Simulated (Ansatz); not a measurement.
The structure below was relaxed with PBE (Ansatz, a program for electronic structure), no SOC, at pressure 0.7 GPa.

Space group Pm-3m (No. 221); a = b = c = 4.040 Å, α = β = γ = 90.00°

```tsv
atom	site	symmetry	x	y	z
K	1a	m-3m	0.0000	0.0000	0.0000
Mg	1b	m-3m	0.5000	0.5000	0.5000
F	3c	4/mm.m	0.0000	0.5000	0.5000
```

Problem. Write out a cell with all atoms.

Solution. 
```
KMgF3
1.0
    4.04040     0.00000     0.00000
    0.00000     4.04040     0.00000
    0.00000     0.00000     4.04040
K Mg F
1 1 3
Direct
  0.00000   0.00000   0.00000
  0.50000   0.50000   0.50000
  0.50000   0.00000   0.50000
  0.00000   0.50000   0.50000
  0.50000   0.50000   0.00000
```
This is the conventional cell.

Load acts through the strain it causes; cell and atoms are relaxed under it. Whether these cells are dynamically stable was not tested. The cell was made from KMgF$_{3}$ in the cubic perovskite structure (space group Pm-3m, No. 221) by this change: pressure 0.7 GPa.
